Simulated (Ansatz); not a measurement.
Response to strain in C

The reference is C in the diamond structure (space group Fd-3m, No. 227; a = 3.5603 Å).

Strains are applied to the cell and any free atomic positions relax.

The values are results of r2SCAN (Ansatz, a quantum-chemistry and plane-wave program), no spin-orbit coupling, not measurements.

Candidates:
(a) isotropic strain −0.50 %
(b) isotropic strain −2.50 %
(c) isotropic strain −1.50 %
(d) isotropic strain −1.00 %
(e) isotropic strain −3.00 %

Base values:

The band gap is 4.36 eV.

Task: Order them by band gap, highest first.

Result: (e) isotropic strain −3.00 % (4.58 eV), (b) isotropic strain −2.50 % (4.55 eV), (c) isotropic strain −1.50 % (4.47 eV), (d) isotropic strain −1.00 % (4.44 eV), (a) isotropic strain −0.50 % (4.40 eV)

Stability against distortions was not tested.
